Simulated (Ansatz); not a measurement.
Given:

```yaml
crystal:
  lattice:
    - [3.08993, 0.00000, 0.00000]
    - [0.00000, 4.36982, 0.00000]
    - [0.00000, 0.00000, 19.63489]
  atoms:
    - { symbol: N, position: [0.75000, 0.48185, 0.38306] }
    - { symbol: Al, position: [0.25000, 0.28412, 0.39248] }
    - { symbol: N, position: [0.25000, 0.98971, 0.46047] }
    - { symbol: Al, position: [0.75000, 0.74433, 0.45734] }
    - { symbol: N, position: [0.75000, 0.48971, 0.53953] }
    - { symbol: Al, position: [0.25000, 0.24433, 0.54266] }
    - { symbol: N, position: [0.25000, 0.98185, 0.61694] }
    - { symbol: Al, position: [0.75000, 0.78412, 0.60752] }
```

No spin polarisation.

Method: r2SCAN, PAW, 500 eV (Ansatz, a quantum-chemistry and plane-wave program; no spin-orbit coupling). Settings: 11×8×1 k-points, 0.05 eV Fermi–Dirac smearing. The cell is a slab with vacuum along z.

Predict the gap character and smallest direct gap.


* **Gap character**: indirect, k = (0.364, -1/2, 0) in the run's primitive reciprocal basis → Γ
* **Smallest direct gap**: 3.24 eV

No phonon test of stability was made. The cell was made from AlN in the zinc blende structure (space group F-43m, No. 216) by this change: a free-standing slab of 4 layers (8 atoms, 2 a layer) is cut normal to [110], with 15 Å of vacuum and the in-plane cell held at bulk. This is not the structure that AlN has at room temperature and ambient pressure.
